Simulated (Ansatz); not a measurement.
MgO (Fm-3m), Ansatz (a program for electronic structure) with r2SCAN, rigid bands: Condition of this run: functional r2SCAN on the same cell. band gap 5.62 eV, N_c = 5.61e18 cm⁻³ and N_v = 2.99e20 cm⁻³ at 300 K, conductivity masses of 0.372 mₑ (electrons) and 2.30 mₑ (holes). Take k_BT = 0.02585 eV.

Q: A film of it is 8 nm thick. Estimate the confinement energies in an infinite well.

A: ħ²π²/(2m t²) = 0.376 eV·nm²/(m/mₑ × t²) gives 15.8 meV for electrons and 2.55 meV for holes, so the gap would widen to about 5.64 eV. Finite barriers and nonparabolic bands lower this, and with several valleys or bands the heaviest mass along the normal sets the lowest level, not this average.

Q: Find the intrinsic carrier density and the intrinsic Fermi level.

A: n_i = √(N_c N_v) exp(−E_g/2k_BT) = 4.10e19 × exp(−108.70) = 2.5e-28 cm⁻³. The level lies (k_BT/2) ln(N_v/N_c) = 51 meV from mid-gap (positive towards the conduction band). Each 0.1 eV added to the gap lowers n_i by a factor of 6.9.

Q: What thermal injection velocity √(2k_BT/πm) limits a ballistic channel?

A: 8.82e6 cm/s for electrons and 3.55e6 cm/s for holes, a ratio of √(m_h/m_e) = 2.49, for dilute carriers.

Rigid, parabolic bands with the computed gap; masses take one relaxation time for all states. Spin-orbit coupling is left out. Geometry: cell and atoms relaxed with PBEsol.
